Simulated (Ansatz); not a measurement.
The parent structure is SrTiO$_{3}$ in the cubic perovskite structure (space group Pm-3m, No. 221; a = 3.891 Å). Axes: x, y, z lie along the cube axes.

Method: plane-wave PAW DFT at the PBEsol level (Ansatz, an electronic-structure program, 420 eV), no spin-orbit coupling.

Strains are applied to the cell and any free atomic positions relax; under biaxial strain the out-of-plane vector relaxes too.

One change was made to it. Results:

The energy rises by 0.7 meV/atom; the pressure (mean of the normal stresses, compression positive) shrinks by 1.239 GPa, from -0.01 GPa to -1.24 GPa.

### Question
Which of these changes matches the shifts?
(A) biaxial strain +1.00 %, plane normal [111], relaxed out of plane
(B) biaxial strain +0.50 %, plane normal [111], relaxed out of plane
(C) biaxial strain +2.50 %, plane normal [111], relaxed out of plane
(D) biaxial strain +2.00 %, plane normal [111], relaxed out of plane
(E) biaxial strain +1.50 %, plane normal [111], relaxed out of plane

### Answer
B, biaxial strain +0.50 %, plane normal [111], relaxed out of plane. For comparison, the energy relative to the base in the other runs: biaxial strain +2.50 %, plane normal [111], relaxed out of plane gives +17 meV/atom; biaxial strain +1.00 %, plane normal [111], relaxed out of plane gives +2.7 meV/atom; biaxial strain +1.50 %, plane normal [111], relaxed out of plane gives +6.1 meV/atom; biaxial strain +2.00 %, plane normal [111], relaxed out of plane gives +11 meV/atom.

Whether these cells are dynamically stable was not tested. The final runs are not spin-polarised. Many cubic perovskites are stable only at high temperature; tilts and polar distortions were not tested.
